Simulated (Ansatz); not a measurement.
Start from Be5Pt (space group F-43m, No. 216; a = 5.940 Å; a cell from a computed database, its experimental status unchecked).

Levels (all Ansatz, an electronic-structure program, PAW): PBEsol (420 eV, no SOC); r2SCAN (500 eV, spin-orbit coupling left out); HSE06 (420 eV, without spin-orbit coupling).

One geometry, relaxed with PBEsol, under each level:

```tsv
level	band gap	lowest conduction level above the VBM at special points	pressure
PBEsol	0.16 eV	W 0.16 eV; X 0.17 eV; K 0.71 eV; U 0.71 eV	0.01 GPa
r2SCAN	0.16 eV	W 0.17 eV; X 0.16 eV; K 0.75 eV; U 0.75 eV	1.89 GPa
HSE06	0.36 eV	W 0.41 eV; X 0.36 eV; K 1.02 eV; Γ 3.09 eV	–
```

Single points use the geometry relaxed with PBEsol. Their cutoffs differ, which shifts pressures a little. HSE06 was sampled on its mesh, a few special points and the semilocal edge points, so its gap is an upper bound. With Pt present, leaving out spin-orbit coupling can change the band edges. Whether these cells are dynamically stable was not tested.
